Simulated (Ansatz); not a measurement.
The parent structure is AlN in the zinc blende structure (space group F-43m, No. 216; a = 4.3698 Å).

Computed with Ansatz (a program for electronic structure) r2SCAN, no spin-orbit coupling.

For the base:

The band gap is 3.94 eV and the smallest direct gap comes out as 4.84 eV. The gap character comes out as indirect, Γ → X and the width of the top valence band is 2.68 eV. The volume per atom is 10.43 Å³.

The change: cell and atoms relaxed at a pressure of 30 GPa.

Problem. How does this affect the band gap?

Solution. The band gap increases by 0.08 eV, from 3.94 eV to 4.02 eV.

Problem. Predict the new smallest direct gap.

Solution. The smallest direct gap rises by 1.11 eV, from 4.84 eV to 5.95 eV.

Problem. How does this affect the gap character?

Solution. The gap character remains indirect, Γ → X.

Problem. What happens to the width of the top valence band?

Solution. The width of the top valence band grows by 0.25 eV, from 2.68 eV to 2.93 eV.

Problem. Estimate the effect on the volume per atom.

Solution. The volume per atom falls by 1.13 Å³ to 9.30 Å³.

Load acts through the strain it causes; cell and atoms are relaxed under it. Whether these cells are dynamically stable was not tested. Tetrahedral semiconductors of this kind turn to denser phases somewhere between about 1 and 50 GPa; those were not computed, so compressed cells here can lie past the real transition. This is not the structure that AlN has at room temperature and ambient pressure.
